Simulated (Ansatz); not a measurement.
The starting structures come from a database of crystals and need not be the phases stable at ambient conditions.

Inside the gap of an insulator the Bloch states are evanescent, with a wavenumber k + iκ along the transport direction.

Input:

```xyz
14
Lattice="3.5450 0.0000 0.0000 0.0000 4.4032 0.0000 0.0000 0.0000 11.5952" Properties=species:S:1:pos:R:3 pbc="T T T"
V      0.0000     3.9071     1.7142
V      0.0000     3.9071     9.8809
V      1.7725     0.4961     4.0833
V      1.7725     0.4961     7.5118
O      0.0000     4.3886     0.0000
O      1.7725     0.0146     5.7976
O      0.0000     2.3234     1.6781
O      0.0000     2.3234     9.9170
O      1.7725     2.0799     4.1194
O      1.7725     2.0799     7.4757
O      1.7725     4.3861     2.1009
O      1.7725     4.3861     9.4943
O      0.0000     0.0172     3.6967
O      0.0000     0.0172     7.8985
```

Space group of this cell: Pmmn. The cell was relaxed by PBE-D3(BJ); by r2SCAN its mean pressure is -2.9 GPa.

Transport runs along the normal of the first two printed cell vectors.

No gap correction and no spin-orbit coupling; mid-gap values are interpolated between computed energies.

Problem. Compute, with Ansatz (a program for electronic structure) with r2SCAN, the band gap and the smallest decay constant κ at mid-gap.

Solution. Gap 2.17 eV on a 8×8×4 mesh; κ = 0.382 1/Å, at (0.375, 0.000) of the in-plane reciprocal vectors. At the zone centre, at the nearest computed energy, the slowest state has κ = 0.52 1/Å.
